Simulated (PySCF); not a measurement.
PySCF 2.14.0, PBE/def2-svp, df: Mo(O)(NMe)(NH2)(Me) (C[N]=[Mo]([CH3])([NH2])=[O]), 14 atoms. The geometry is a generated start, not checked to be a minimum at this level.

```yaml
task: energy
method: pbe
basis: def2-svp
two_electron_scheme: density fitting
mol.max_memory: 3000 MB
mf.max_cycle: 100
mf.init_guess: minao (default)
mf.DIIS: CDIIS (default)
mf.diis_space: 8 (default)
mf.conv_tol: 1e-09 (default)
mf.grids.level: 3 (default)
effective_core_potentials: those of the basis set, past Kr
basis_functions: 141
grid_points: 171024
```

```xyz
14

Mo     0.5935     0.5378     0.3280
O      2.1455     0.4968     0.8725
N      0.1057    -0.4369    -1.0292
C      0.1107    -1.3230    -2.1332
H      0.6718    -2.2372    -1.8965
H     -0.9103    -1.6055    -2.4167
H      0.5815    -0.8470    -3.0029
N     -0.2214     2.2675     0.2435
H      0.1394     3.0510     0.7961
H     -0.9216     2.6499    -0.3939
C     -0.4278    -0.4969     1.9253
H     -0.3212    -1.5868     1.8823
H     -1.5072    -0.2847     1.9200
H     -0.0388    -0.1851     2.9046
```

Charge 0 and multiplicity 1 are set for this test and not shown to be the ground state.

One run each on 2 threads, 1 BLAS thread. Values of level_shift (Hartree) tried: 0 (default), 0.1, 0.3, 1.

**Question.** How does the count of Fock builds change with level_shift (Hartree), and where is it least?

**Answer.** Fewest Fock builds: 0.1 with 15. The count rises to 51 at 1. All converge to one solution.

```csv
level_shift (Hartree),Fock builds,end
0 (default),18,same solution
0.1,15,same solution
0.3,18,same solution
1,51,same solution
```
